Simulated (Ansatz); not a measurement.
Start from ZrB2 (space group P6/mmm, No. 191; a = 3.1552 Å, c = 3.5062 Å; relaxed with 0.1 eV smearing).

All numbers come from PBEsol in Ansatz (plane waves to 420 eV, PAW, spin-orbit coupling left out).

For the base:

Pressure: 0.0 GPa
Band gap: zero

Perturbation: an isotropic linear strain of +2.50 %; the atoms relax in the strained cell.

What happens to the pressure?

The pressure (mean of the normal stresses, compression positive) goes from zero to -16.1 GPa.

What happens to the energy relative to the base?

The energy increases by 41 meV/atom.

What does the calculation give for the band gap after the change?

The band gap is still zero.

Stability against distortions was not tested. The final runs are not spin-polarised.

Ansatz is an electronic-structure program.
